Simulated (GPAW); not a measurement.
# What each level gives and costs: BN (P6_3/mmc, 8 atoms in the cell)

Cell: a = 2.3656 Å, b = 2.3656 Å, c = 10.2168 Å, α = 90.00°, β = 90.00°, γ = 120.00°.

Program: GPAW, GPAW PAW datasets PBE (gpaw-data 1.0.1); each row names its functional.

Base settings: mode = pw; ecut = 950 eV; xc = PBE; kpts = 11 11 3; mesh shift (steps) = 0 0 0; occupations.name = methfessel-paxton; occupations.width = 0.1 eV; occupations.order = 0; nbands = -16; symmetry.symmorphic = false.

Differences are taken from r2SCAN, a reference of convenience: it is no measurement, and no ranking of the functionals follows. Where a row names another cutoff or potentials, its difference holds that change too.

Core times come from one kind of shared machine and are given to one figure; runs under 30 s give none.

The starting cell was generated: these elements placed on a structure prototype, without a prior relaxation; it need not be a known phase or ordering of this composition. Its lattice was rescaled by a random factor within 2.5 % of one. In the base run, forces exceed 1 eV/Å. The run gives no clean gap (levels at the Fermi energy touch, overlap or are partly filled at this smearing), which alone does not show that the compound is a metal.

| level | largest difference in the force on any atom (eV/Å) | core time / reference (rough) |
|---|---|---|
| LDA (Perdew-Wang 92) (potentials: GPAW PAW datasets LDA (gpaw-data 1.0.1)) | 0.283 | 0.4 |
| PBEsol (potentials: GPAW PAW datasets PBEsol (made by gpaw-setup)) | 0.541 | 0.4 |
| RPBE (potentials: GPAW PAW datasets RPBE (gpaw-data 1.0.1)) | 0.574 | 0.4 |
| revPBE (potentials: GPAW PAW datasets revPBE (gpaw-data 1.0.1)) | 0.553 | 0.3 |
| BLYP (potentials: GPAW PAW datasets BLYP (made by gpaw-setup)) | 0.397 | 0.4 |
| PW91 (potentials: GPAW PAW datasets PW91 (made by gpaw-setup)) | 0.462 | 0.4 |
| vdW-DF2 | 0.488 | 0.4 |
| vdW-DF-cx | 0.701 | 0.4 |
| PBE | 0.504 | 0.4 |
| r2SCAN | 0.000 | 1 |
